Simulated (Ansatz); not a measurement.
SnO2: energy against strain

SnO2 (rutile, P4_2/mnm, 12.176 Å³/atom at rest, c along z) under a strain ε along c (axis z), the other axes held. PBEsol in Ansatz, a plane-wave DFT program (PAW, default set), 420 eV, 7×7×10 Γ-centred mesh, Fermi-Dirac smearing 0.05 eV; ions are relaxed within the symmetry of each cell.

Here s stands for strain and y for E less E0.

```csv
strain (%),E less E0 (meV/atom)
-3.00,?
-1.20,2.28
-0.60,0.55
0.00,0.00
0.60,0.53
1.20,2.13
```

Using a parabola, estimate the missing y at s = -3.00 from the other rows, showing the fit.

Least squares gives y = -0.008 - 0.0533·s + 1.5357·s². Residuals (row less fit): 0.013, -0.027, 0.008, 0.017, -0.009; standard error 0.026 (degrees of freedom: 2). Twice the quadratic coefficient over the volume, 2 × 1.5357 meV × 10⁴ × 0.1602 / 12.176 Å³, is the elastic constant C33 = 404 ± 5 GPa. At the withheld row, y = -0.008 - 0.0533 × (-3.0) + 1.5357 × (-3.0)² = 13.973 meV/atom. The calculation gives 14.73 meV/atom, 0.757 meV/atom above the prediction (5.1 % of the range of y in the table). The row lies outside the fitted rows, so this is an extrapolation. From the scatter of the fitted rows alone, a prediction at this place has a standard error of 0.166 meV/atom, so the miss is 4.6 times that.

One order more, fitted to all 11 runs of the series, follows each within 0.01, so the miss is the next term of a smooth law. Rows are the converged runs of the series near zero and its far end; series whose fitted rows scatter by over a few per cent of the range, as at a crossing or softening among them, aren't shown in this form. Most that stay on the fit to the last digits aren't either.
